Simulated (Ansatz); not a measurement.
For NbSi2 (model structure, started from the fluorite type, Fm-3m, No. 225, 3 atoms in the cell), PBE (plane waves, PAW; Ansatz, a program for electronic structure) gives:

- equilibrium lattice constant a = 6.046 Å
- enthalpy of formation = 0.351 eV/atom

Q: What does PBE-D3(BJ) in Ansatz (PAW) give for the same quantities?

A: 
- lattice constant a: 5.970 Å (drops by 1.3 %)
- formation enthalpy: 0.348 eV/atom (drops by 0.003 eV/atom)

Changes are worked out from the printed values.

Unless a cell is named, each level is at its own relaxed cell (PBE 18.42, PBE-D3(BJ) 17.73 Å³/atom).

Ansatz's density-functional and Hartree–Fock values are scalar-relativistic unless marked +SOC, with PAW data made under PBE.

A model structure was made by putting elements into a prototype or built by hand; it is no filed structure, need not be a known phase, and can be a saddle point held by its symmetry.
